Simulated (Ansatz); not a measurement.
# CaBi2: pressure series

Start from CaBi$_{2}$ (space group Cmcm, No. 63; a cell from a computed database, its experimental status unchecked).

```cif
data_Bi8Ca4
_chemical_formula_sum 'Ca4 Bi8'
_space_group_name_H-M_alt 'Cmcm'
_space_group_IT_number 63
_space_group_name_Hall '-C 2c 2'
_cell_length_a 4.73642
_cell_length_b 17.15495
_cell_length_c 4.51322
_cell_angle_alpha 90.000
_cell_angle_beta 90.000
_cell_angle_gamma 90.000
loop_
_atom_site_label
_atom_site_type_symbol
_atom_site_symmetry_multiplicity
_atom_site_Wyckoff_symbol
_atom_site_fract_x
_atom_site_fract_y
_atom_site_fract_z
_atom_site_occupancy
Ca1 Ca 4 c 0.00000 0.10085 0.75000 1
Bi1 Bi 4 c 0.00000 0.56409 0.25000 1
Bi2 Bi 4 c 0.00000 0.25711 0.25000 1
```
(The calculation used a cell of 6 atoms; values per cell refer to that cell.)

Cell and atoms are relaxed at each pressure.

Computed with Kohn–Sham DFT with the r2SCAN+rVV10 functional, run in Ansatz (a program for electronic structure) with PAW and 500 eV plane waves, without spin-orbit coupling.

Notes on the quantities. enthalpy: H = E + PV relative to the base's energy.

```csv
variant,enthalpy,shortest interatomic distance,density
base,–,3.151 Å,8.30 g/cm³
pressure −1 GPa,-0.19 eV/atom,3.159 Å,8.09 g/cm³
pressure 0.3 GPa,+0.06 eV/atom,3.148 Å,8.35 g/cm³
pressure 0.7 GPa,+0.13 eV/atom,3.145 Å,8.43 g/cm³
pressure 1.5 GPa,+0.28 eV/atom,___,___
pressure 3 GPa,+0.55 eV/atom,3.127 Å,8.83 g/cm³
pressure 5 GPa,+0.91 eV/atom,3.111 Å,9.13 g/cm³
pressure 7.5 GPa,+1.33 eV/atom,3.092 Å,9.46 g/cm³
pressure 10 GPa,+1.74 eV/atom,3.075 Å,9.77 g/cm³
```

Question: Some entries are withheld; estimate them.

Answer: 
- pressure 1.5 GPa, shortest interatomic distance: 3.138 Å
- pressure 1.5 GPa, density: 8.57 g/cm³

Load acts through the strain it causes; cell and atoms are relaxed under it. No phonon test of stability was made. No other phases were tried under pressure.
